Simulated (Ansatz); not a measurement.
```cif
data_Ca4F8
_chemical_formula_sum 'Ca4 F8'
_space_group_name_H-M_alt 'Fm-3m'
_space_group_IT_number 225
_space_group_name_Hall '-F 4 2 3'
_cell_length_a 5.32596
_cell_length_b 5.32596
_cell_length_c 5.32596
_cell_angle_alpha 90.000
_cell_angle_beta 90.000
_cell_angle_gamma 90.000
loop_
_atom_site_label
_atom_site_type_symbol
_atom_site_symmetry_multiplicity
_atom_site_Wyckoff_symbol
_atom_site_fract_x
_atom_site_fract_y
_atom_site_fract_z
_atom_site_occupancy
Ca1 Ca 4 a 0.00000 0.00000 0.00000 1
F1 F 8 c 0.25000 0.25000 0.25000 1
```
(The calculation used a cell of 3 atoms; values per cell refer to that cell.)

The cell is fixed at its relaxed static size. Melting and transitions to other phases are not modelled. An odd repeat of the supercell leaves out some zone-boundary points, where instabilities often lie.

Problem. Is this phase dynamically stable in the harmonic approximation, and at 300, 800 K by the stochastic self-consistent harmonic approximation in a 3×3×3 supercell, LDA density-functional theory in Ansatz (plane waves, PAW)? Give the softest mode in each case.

Solution. Harmonic: softest mode 124 cm⁻¹ at q = (0.00, 0.00, 0.33), so stable at the wave vectors of the supercell. 300 K: stable, softest second derivative of the free energy 123 cm⁻¹ (error under 1) at q = (0.00, 0.00, 0.33), at 1.9 GPa in this cell. 800 K: stable, softest second derivative of the free energy 120 cm⁻¹ (error under 1) at q = (0.00, 0.00, 0.33), at 4.2 GPa in this cell. The verdict is statistical, holds for these wave vectors and this fixed cell alone, and errs towards stability where frames are few. Wave vectors are fractions of the primitive cell's reciprocal vectors.

Ansatz is a quantum-chemistry and plane-wave program.
